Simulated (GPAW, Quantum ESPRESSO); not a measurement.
A Quantum ESPRESSO input for a self-consistent single point of CdHClO (P6_3mc, 8 atoms in the cell) (DFT, LDA (PZ), plane waves, GBRV 1.5 ultrasoft (LDA) pseudopotentials):

```fortran
&CONTROL
    calculation = 'scf',
    prefix = 'run',
    outdir = './tmp',
    pseudo_dir = './',
    verbosity = 'high',
    tprnfor = .true.,
    tstress = .true.,
/
&SYSTEM
    ibrav = 0,
    nat = 8,
    ntyp = 4,
    ecutwfc = 40,
    ecutrho = 200,
    occupations = 'fixed',
    nbnd = 30,
/
&ELECTRONS
    conv_thr = 1e-10,
/
ATOMIC_SPECIES
Cd   112.4140  cd_lda_v1.uspp.F.UPF
H      1.0080  h_lda_v1.4.uspp.F.UPF
Cl    35.4500  cl_lda_v1.4.uspp.F.UPF
O     15.9990  o_lda_v1.2.uspp.F.UPF
ATOMIC_POSITIONS {crystal}
Cd    0.6666666667    0.3333333333    0.4921900000
Cd    0.3333333333    0.6666666667    0.9921900000
H     0.0000000000    0.0000000000    0.3184200000
H     0.0000000000    0.0000000000    0.8184200000
Cl    0.6666666667    0.3333333333    0.1557400000
Cl    0.3333333333    0.6666666667    0.6557400000
O     0.0000000000    0.0000000000    0.4132400000
O     0.0000000000    0.0000000000    0.9132400000
K_POINTS {automatic}
7 7 3  0 0 0
CELL_PARAMETERS {bohr}
   7.0057837201     0.0000000000     0.0000000000
  -3.5028918601     6.0671866751     0.0000000000
   0.0000000000     0.0000000000    19.5443696117
```

Task: Write the same calculation as an input for GPAW.

Result: This is the input that was run; spellings and numerical settings could be chosen otherwise.

```python
from ase import Atoms
from ase.units import GPa
from gpaw import GPAW, PW

atoms = Atoms(['Cd', 'Cd', 'H', 'H', 'Cl', 'Cl', 'O', 'O'],
              cell=[[3.707301, 0.000000, 0.000000],
                    [-1.853651, 3.210617, 0.000000],
                    [0.000000, 0.000000, 10.342435]],
              scaled_positions=[[0.666667, 0.333333, 0.492190],
                                [0.333333, 0.666667, 0.992190],
                                [0.000000, 0.000000, 0.318420],
                                [0.000000, 0.000000, 0.818420],
                                [0.666667, 0.333333, 0.155740],
                                [0.333333, 0.666667, 0.655740],
                                [0.000000, 0.000000, 0.413240],
                                [0.000000, 0.000000, 0.913240]],
              pbc=True)

calc = GPAW(mode=PW(950),
            xc='LDA',
            kpts=(7, 7, 3),
            occupations={'name': 'fixed-uniform'},
            nbands=-6,
            convergence={'density': 1e-05, 'bands': -4},
            symmetry={'symmorphic': False, 'tolerance': 0.0005},
            maxiter=120,
            txt='-')

atoms.calc = calc

energy = atoms.get_potential_energy()
print('Energy (eV):', round(energy, 6))
forces = atoms.get_forces()
print('Forces (eV/Ang):')
print(forces.round(5))
stress = atoms.get_stress()
print('Stress (GPa, Voigt):', (stress / GPa).round(4))
```

Basis, cutoffs, solver keys and any potentials are the target program's own. This input uses DFT LDA (Perdew-Wang 92), plane waves, GPAW PAW datasets LDA (gpaw-data 1.0.1). LDA parametrisations can differ slightly between programs.

The starting cell comes from a database of computed structures (which also holds hypothetical and non-ambient phases and stackings), without a prior relaxation at this level. Its lattice was rescaled by a random factor within 2.5 % of one.
